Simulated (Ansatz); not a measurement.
Base system: TiC in the rock salt structure (space group Fm-3m, No. 225; a = 4.293 Å; relaxed with 0.1 eV smearing). Axes: x, y, z lie along the cube axes.

Level of theory: PBEsol (Ansatz, a program for electronic structure), no spin-orbit coupling.

Before the change:

- Pressure = 0.0 GPa
- Shortest interatomic distance = 2.147 Å

The change: a pure shear with ε_xz = ε_zx = -0.0098, atoms relaxed at fixed cell.

Question: What does the calculation give for the pressure, energy relative to the base and shortest interatomic distance after the change?

Answer: The pressure (mean of the normal stresses, compression positive) is still 0.0 GPa; the energy rises by 2.1 meV/atom; the shortest interatomic distance stays 2.147 Å.

The cells carry an imposed strain or load. No phonon test of stability was made. The base started in Pnma and relaxed to Fm-3m at this level. All final runs are without spin polarisation.
